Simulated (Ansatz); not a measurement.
CdS (model structure, started from the BeO type, P4₂/mnm, No. 136, 8 atoms in the cell), treated with LDA (PAW; Ansatz, a first-principles code).

Settings: plane-wave cutoff 520 eV, 6×6×10 k mesh (along the axes of the cell as run), Fermi–Dirac smearing 0.01 eV, scalar-relativistic PAW data made under PBE.

Cell (relaxed at this level):

```
CdS
1.0
    6.99255     0.00000     0.00000
    0.00000     6.99255     0.00000
    0.00000     0.00000     4.10266
Cd S
4 4
Direct
  0.32114   0.67886   0.00000
  0.67886   0.32114   0.00000
  0.82114   0.82114   0.50000
  0.17886   0.17886   0.50000
  0.31700   0.31700   0.00000
  0.68300   0.68300   0.00000
  0.18300   0.81700   0.50000
  0.81700   0.18300   0.50000
```

Question: Predict the band gap.

Answer: 
* **band gap**: 1.11 eV

Note: the relaxation could raise the start's symmetry but not lower it, so the cell can be a saddle point.

Spin–orbit coupling is not included.

Static lattice: no zero-point or thermal effects.

A model structure was made by putting elements into a prototype or built by hand; it is no filed structure, need not be a known phase, and can be a saddle point held by its symmetry.
